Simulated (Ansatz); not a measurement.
# YN: response to strain

The reference is YN in the rock salt structure (space group Fm-3m, No. 225; a = 4.856 Å).

Strains are applied to the cell and any free atomic positions relax.

The values are results of PBEsol, PAW, 420 eV (Ansatz, an electronic-structure program; no spin-orbit coupling), not measurements.

Candidates:
(a) isotropic strain −1.50 %
(b) isotropic strain −1.00 %
(c) isotropic strain −3.00 %
(d) isotropic strain +2.50 %

Notes on the quantities. energy relative to the base: free energy F.

Order them by energy relative to the base, highest first.

(c) isotropic strain −3.00 % (+68 meV/atom), (d) isotropic strain +2.50 % (+40 meV/atom), (a) isotropic strain −1.50 % (+16 meV/atom), (b) isotropic strain −1.00 % (+7.1 meV/atom)

The mesh was chosen for an insulator and is coarse for the gapless case. Stability against distortions was not tested. All final runs are without spin polarisation.
